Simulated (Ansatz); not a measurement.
Worked example: self-consistent single point of Cl (Cm, 4 atoms in the cell) in Ansatz (a quantum-chemistry and plane-wave program).

Level of theory: PBEsol, default PAW files made with PBE (plane waves; Ansatz).

The change in words: lattice scaled by 0.98; basis.ecutwfc: 420 eV → 295 eV. Reference geometry:
```
Cl
1.0
    2.24672    -3.12936     0.00000
    2.24672     3.12936     0.00000
    0.00000     0.00000     8.28478
Cl
4
Cartesian
  3.94075   0.00000   7.48145
  2.79941   0.00000   3.28906
  1.69403   0.00000   4.99572
  0.55269   0.00000   0.85333
```

Reference input (self-consistent single point, DFT, PBEsol, plane waves, default PAW files made with PBE): basis.ecutwfc = 420 eV; kpoints.mp_grid.grid = 7 7 3; hamiltonian.xc = pbesol; hamiltonian.pseudopotentials = {kind: paw} (the program's default PAW files); scf.occupations.method = fermi_dirac; scf.occupations.width = 0.01 eV. This run's input differs from it in these lines:

Ansatz 0.2 input:
```diff
@@ -2,5 +2,5 @@
   lattice:
-    - [2.24672000, -3.12936000, 0.00000000]
-    - [2.24672000, 3.12936000, 0.00000000]
-    - [0.00000000, 0.00000000, 8.28478000]
+    - [2.20178600, -3.06677300, 0.00000000]
+    - [2.20178600, 3.06677300, 0.00000000]
+    - [0.00000000, 0.00000000, 8.11908400]
   atoms:
@@ -11,3 +11,3 @@
 basis:
-  ecutwfc: 420.0
+  ecutwfc: 295.0
 kpoints:
```

Log, with long lists cut:

```
SCF iter   1: F=—  HF=-4243.076287 eV  |F-HF|=—  |Δ(HF+E_count)|=         —  Δρ=3.66e-3  dr2=1.51e-2  ethr=1.77e-3  ⟨swp⟩=6.6  Hψ=4512  notcnv=0
all-band conjugate gradients solve this SCF's bands
preconditioner: auto → Resta (q_TF=auto, 2.173 Å⁻¹)
SCF iter   2: F=—  HF=-4243.075007 eV  |F-HF|=—  |Δ(HF+E_count)|=   1.28e-3  Δρ=1.77e-3  dr2=3.22e-3  ethr=5.39e-5  ⟨swp⟩=2.0  Hψ=1610  notcnv=0
SCF iter   3: F=—  HF=-4243.075423 eV  |F-HF|=—  |Δ(HF+E_count)|=   4.15e-4  Δρ=3.21e-4  dr2=1.09e-4  ethr=1.15e-5  ⟨swp⟩=2.8  Hψ=1530  notcnv=0
SCF iter   4: F=—  HF=-4243.075509 eV  |F-HF|=—  |Δ(HF+E_count)|=   8.62e-5  Δρ=9.37e-5  dr2=1.04e-5  ethr=3.91e-7  ⟨swp⟩=2.1  Hψ=1411  notcnv=0
SCF iter   5: F=—  HF=-4243.075573 eV  |F-HF|=—  |Δ(HF+E_count)|=   6.39e-5  Δρ=3.35e-5  dr2=1.90e-6  ethr=3.71e-8  ⟨swp⟩=2.0  Hψ=1232  notcnv=0
SCF iter   6: F=—  HF=-4243.075573 eV  |F-HF|=—  |Δ(HF+E_count)|=   8.60e-7  Δρ=1.02e-5  dr2=1.18e-7  ethr=6.79e-9  ⟨swp⟩=2.6  Hψ=1242  notcnv=0
SCF iter   7: F=-4243.075574 eV  HF=-4243.075574 eV  |F-HF|=2.23e-8  |Δ(HF+E_count)|=   2.15e-7  Δρ=2.49e-6  dr2=6.19e-9  ethr=3.57e-10  ⟨swp⟩=5.0  Hψ=3282  notcnv=0
SCF 1 converged in 7 iterations: F = -4243.075574 eV  dr2 = 6.19e-9
Free energy (F): -4243.075574 eV
Internal energy: -4243.075574 eV  (E = F + TS)
E sigma→0 (E₀):  -4243.075574 eV
Fermi energy:    2.266106 eV
--- Forces (eV/Å), atoms counted from 1 ---
  atom   1  Cl    -0.57228249     0.00000000    -1.01173914
  atom   2  Cl     0.14194098    -0.00000000    -0.28435954
  atom   3  Cl    -0.14093812     0.00000000     0.29574416
  atom   4  Cl     0.57128121    -0.00000000     1.00035364
--- Stress (GPa, compression-positive) ---
        0.692806       0.000000       1.137353
        0.000000       0.438530      -0.000000
        1.137353      -0.000000       2.121905
  P = ⅓ Tr σ = 1.0844 GPa (10.844 kbar)
  The stress holds the Pulay correction. Without it, at fixed plane waves, as pw.x and ABINIT print it: P = 0.4474 GPa
```

The run converged in 7 iterations. Against the reference run the free energy rises by 15.4 meV/atom, the pressure goes from -0.71 to 1.08 GPa, the largest force goes from 0.415 to 1.162 eV/Å and the gap on the mesh goes from 2.395 to 2.613 eV.

The starting cell has typed, rounded lattice constants, without a prior relaxation at this level. Its lattice was rescaled by up to half a per cent. One atom was moved a little off its site on purpose. For this run, on top of that: lattice scaled by 0.98. Forces in this geometry exceed 1 eV/Å. Ansatz's pressure includes its estimate of the finite-basis (Pulay) stress. Without the estimate this run gives 0.45 GPa. The cutoff lies below the one recommended for these files.
